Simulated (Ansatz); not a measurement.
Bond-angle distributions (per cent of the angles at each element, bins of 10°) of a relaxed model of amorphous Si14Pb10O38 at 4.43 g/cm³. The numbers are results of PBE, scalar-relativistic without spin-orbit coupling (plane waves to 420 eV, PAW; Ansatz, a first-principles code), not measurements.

Preparation: random packing, a CHGNet melt and quench, and a DFT relaxation. O atoms were pushed apart under 1.9 Å during the dynamics, to hinder bonds among them. The hot cell started wider than the set density and was brought back towards it in steps. It is the lowest in DFT energy of 2 quenches. It is a model cell: composition and starting density were chosen by hand, and all elements were melted together. No dispersion term was used. Its density started from a set value of 5.16 and ended at 4.43 g/cm³. Cooling (nominally 260 K/ps over its main leg) ran many orders faster than in experiment, which tends to leave more defects and strain. A cell of this size samples the disorder only roughly. Volume and shape were free in the relaxation.

Cut-offs for bonds: Si-Si 2.60 Å, Si-Pb 2.83 Å, Si-O 1.92 Å, Pb-Pb 3.21 Å, Pb-O 2.96 Å, O-O 1.58 Å. Two cations that share two anions don't count as bonded, nor two that share one unless they lie closer than Si-Si 2.38 Å, Si-Pb 2.75 Å, Pb-Pb 3.12 Å.

| angle (°) | at Si | at Pb | at O |
|---|---|---|---|
| 50-60 | 0 | 3 | 0 |
| 60-70 | 0 | 8 | 0 |
| 70-80 | 0 | 25 | 0 |
| 80-90 | 2 | 17 | 10 |
| 90-100 | 1 | 9 | 11 |
| 100-110 | 48 | 14 | 19 |
| 110-120 | 48 | 3 | 11 |
| 120-130 | 1 | 6 | 14 |
| 130-140 | 0 | 6 | 22 |
| 140-150 | 0 | 2 | 10 |
| 150-160 | 0 | 5 | 2 |
| 160-170 | 0 | 0 | 0 |
| 170-180 | 0 | 2 | 1 |

They go with these counts of neighbours within the cut-offs, cation contacts included: Si mean 4.0, most often 4; Pb mean 4.0, most often 3; O mean 2.5, most often 2.
